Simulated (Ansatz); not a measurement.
The starting structures come from a database of crystals and need not be the phases stable at ambient conditions.

 Where the default PAW files enter, the runs use the earlier of Ansatz's two default sets.

Data:

```xyz
12
Lattice="4.1141 0.0000 0.0000 0.0000 4.5272 0.0000 0.0000 0.0000 5.2337" Properties=species:S:1:pos:R:3 pbc="T T T"
Si     2.0571     3.3954     1.8197
Si     2.0571     1.1318     3.4140
Si     0.0000     1.1318     0.7971
Si     0.0000     3.3954     4.4365
O      3.0070     2.6256     3.2322
O      1.1071     1.9015     2.0015
O      3.1642     0.3620     4.6183
O      0.9500     4.1651     0.6154
O      0.9500     1.9015     4.6183
O      3.1642     2.6256     0.6154
O      1.1071     4.1651     3.2322
O      3.0070     0.3620     2.0015
```

Space group of this cell: Pbcn. The cell is strained (lengths along the current scaled by 1.03, ions clamped); by r2SCAN its mean pressure is -17.7 GPa.

Transport runs along the normal of the first two printed cell vectors.

The gap is the functional's own. No spin-orbit coupling. Mid-gap values are interpolated on the energy grid.

Q: Give the band gap and the smallest decay constant κ at mid-gap that r2SCAN run with Ansatz (a quantum-chemistry and plane-wave program) yields.

A: Gap 5.59 eV on a 8×8×6 mesh; κ = 0.374 1/Å, at the zone centre.
